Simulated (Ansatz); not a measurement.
Consider CdS in the wurtzite structure (space group P6_3mc, No. 186; a = 4.164 Å, c = 6.769 Å). Axes: x lies along a and z along c of the hexagonal cell.

One thing is altered: uniaxial strain ε_zz = +4.18 %, all other strain components held at zero, atoms relaxed at fixed cell.

Calculations: r2SCAN/PAW in Ansatz (a first-principles code), without spin-orbit coupling, earlier PAW set.

Base, band edges from the VBM (valence, conduction): K -1.62, 4.96; H -1.09, 4.85; M -0.74, 4.14; L -1.30, 3.87; A -0.38, 3.26; Γ 0.00, 1.63 eV.

### Question
Give the band edges at the high-symmetry points of the new zone, measured from its valence-band maximum.

### Answer
```json
[
 {"point": "Γ", "valence edge (eV)": "0.00", "conduction edge (eV)": "1.43"},
 {"point": "M", "valence edge (eV)": "-0.68", "conduction edge (eV)": "3.93"},
 {"point": "K", "valence edge (eV)": "-1.55", "conduction edge (eV)": "4.79"},
 {"point": "A", "valence edge (eV)": "-0.33", "conduction edge (eV)": "3.18"},
 {"point": "L", "valence edge (eV)": "-1.19", "conduction edge (eV)": "3.69"},
 {"point": "H", "valence edge (eV)": "-1.18", "conduction edge (eV)": "4.53"}
]
```

The gap is 1.43 eV, direct at Γ.

No phonon test of stability was made.
